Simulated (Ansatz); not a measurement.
## PbSe: isotropic strain +2.50 %

Consider PbSe in the rock salt structure (space group Fm-3m, No. 225; a = 6.102 Å).

Modification: the cell is scaled by 1.0250 in all directions, atoms relaxed at fixed cell.

The values are results of Ansatz (a program for electronic structure) PBEsol, scalar-relativistic without spin-orbit coupling, not measurements. k-mesh 9×9×9 (Γ-centred); smearing 0.05 eV (Fermi–Dirac).

```json
[
 {"quantity": "volume per atom", "base": "28.39 Å³", "changed": "30.58 Å³", "shift": "+2.183 Å³"},
 {"quantity": "space group", "base": "Fm-3m (No. 225)", "changed": "Fm-3m (No. 225)", "shift": "–"},
 {"quantity": "shortest interatomic distance", "base": "3.051 Å", "changed": "3.127 Å", "shift": "+0.076 Å"},
 {"quantity": "energy relative to the base (free energy F)", "base": "0 meV/atom", "changed": "+25 meV/atom", "shift": "+25 meV/atom"},
 {"quantity": "pressure", "base": "0.00 GPa", "changed": "-3.36 GPa", "shift": "-3.36 GPa"},
 {"quantity": "band gap", "base": "0.17 eV", "changed": "0.40 eV", "shift": "+0.23 eV"},
 {"quantity": "gap character", "base": "direct at L", "changed": "direct at L", "shift": "–"},
 {"quantity": "mean gap deformation potential ΔEg/Δln V", "base": "–", "changed": "+3.1 eV", "shift": "–"},
 {"quantity": "width of the top valence band", "base": "3.32 eV", "changed": "2.81 eV", "shift": "-0.51 eV"},
 {"quantity": "electron mass", "base": "0.066 mₑ along k, 0.12 mₑ across (at L)", "changed": "0.14 mₑ along k, 0.12 mₑ across (at L)", "shift": "–"},
 {"quantity": "hole mass", "base": "0.072 mₑ along k, 0.094 mₑ across (at L)", "changed": "0.17 mₑ along k, 0.12 mₑ across (at L)", "shift": "–"},
 {"quantity": "valley order (the lowest conduction-band minima on the path, energy above the VBM, named in the base's zone)", "base": "L along ⟨111⟩ 0.17 eV; a point along ⟨110⟩, about 0.6 Å⁻¹ from Γ 1.03 eV", "changed": "L along ⟨111⟩ 0.40 eV; a point along ⟨110⟩, about 0.6 Å⁻¹ from Γ 1.19 eV", "shift": "–"}
]
```

With Pb present, leaving out spin-orbit coupling can change the band edges. Effective masses come from finite differences of ±0.01 Å⁻¹. Along k means along the line from Γ to the band edge. Stability against distortions was not tested. A zero or small gap of PbSe can be the functional's error rather than a property of the material.
